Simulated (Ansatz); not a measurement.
System: fluorite NiSi2. Method: PBEsol (plane waves, PAW; Ansatz, a first-principles code).

Settings: plane-wave cutoff 560 eV, 14×14×14 k mesh, Fermi–Dirac smearing 0.1 eV, perturbation theory, no spin polarisation, scalar-relativistic PAW data made under PBE.

Computed at the level's own relaxed cell.

Harmonic phonon frequencies (cm⁻¹; i marks an imaginary mode):

```tsv
q point	frequencies
Γ	0 0 0 310 310 310 332 332 332
X	141 141 251 251 253 257 380 380 414
L	104 104 263 299 299 347 347 347 388
```

No imaginary mode appears at these points.
